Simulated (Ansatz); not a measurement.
The reference is TiO₂ in the anatase structure (space group I4_1/amd, No. 141; a = 3.739 Å, c = 9.455 Å).

Method: DFT with LDA, PAW potentials and a 420 eV plane-wave cutoff in Ansatz (a program for electronic structure), spin-orbit coupling left out.

One change was made to it. Results:

| quantity | base | after |
|---|---|---|
| smallest direct gap | 2.44 eV | 2.44 eV |
| shortest interatomic distance | 1.911 Å | 1.881 Å |
| density | 4.01 g/cm³ | 4.32 g/cm³ |

Q: Which change produced these results?
A. pressure 2.1 GPa
B. pressure 0.9 GPa
C. pressure 30 GPa
D. pressure 15 GPa
E. pressure −1 GPa

A: D, pressure 15 GPa. For comparison, the shortest interatomic distance in the other runs: pressure 0.9 GPa gives 1.909 Å; pressure 2.1 GPa gives 1.906 Å; pressure −1 GPa gives 1.914 Å; pressure 30 GPa gives 1.859 Å.

Load acts through the strain it causes; cell and atoms are relaxed under it. No phonon test of stability was made. No other phases were tried under pressure. All final runs are without spin polarisation.
